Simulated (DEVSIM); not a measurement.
Structure: illuminated Si n-on-p cell, one wavelength, at 300 K.

```csv
layer (left to right),material,thickness (μm),Nd (cm⁻³),Na (cm⁻³),τn (s),τp (s),absorption coefficient (cm⁻¹)
1,Si,0.210,1.9e18,-,4.2e-9,8e-9,33000
2,Si,63.0,-,8.2e15,1.2e-7,1.2e-7,33000
```

Left contact: ohmic, minority hole recombination velocity 60 cm/s. Right contact: ohmic, minority electron recombination velocity 50 cm/s. Voltage is applied to the left contact. Recombination: SRH at mid-gap, radiative, Auger. Gap narrowing is on: ΔEg = 6.92 meV × (l + √(l² + 0.5)), l = ln(N/1.3e17 cm⁻³), shared equally by both band edges. Light enters at the left, 3.2e17 photons cm⁻² s⁻¹, one pass, no reflection. Mobility is constant in doping.

Constants are typed, rounded textbook-type inputs, not results; the design itself was drawn at random and stands for no fabricated device. Values at 300 K.

```csv
parameter,Si
gap (eV),1.124
affinity (eV),4.05
permittivity,11.7
Nc (cm⁻³),2.86e19
Nv (cm⁻³),3.1e19
μn (cm²/Vs),1417
μp (cm²/Vs),470
B (cm³/s),4.7e-15
Cn (cm⁶/s),2.8e-31
Cp (cm⁶/s),9.9e-32
```

DEVSIM, 1D drift-diffusion, Boltzmann statistics, complete ionisation; no tunnelling, impact ionisation, image-force lowering or self-heating.

The photon flux was swept, all else fixed.

```csv
photon flux (cm^-2 s^-1),fill factor,short-circuit current (mA/cm²),largest power (mW/cm²),open-circuit voltage (V)
9.6e15,0.77,1.53,0.527,0.447
3.2e16,0.79,5.10,1.92,0.480
9.6e16,0.80,15.3,6.23,0.509
3.2e17,0.81,___,22.3,___
9.6e17,0.81,153,71.0,0.569
3.2e18,0.82,510,251,0.600
9.6e18,0.81,1530,783,0.629
```

### Question
What belongs in the gaps?

### Answer

- 3.2e17, short-circuit current (mA/cm²): 51.0
- 3.2e17, open-circuit voltage (V): 0.541
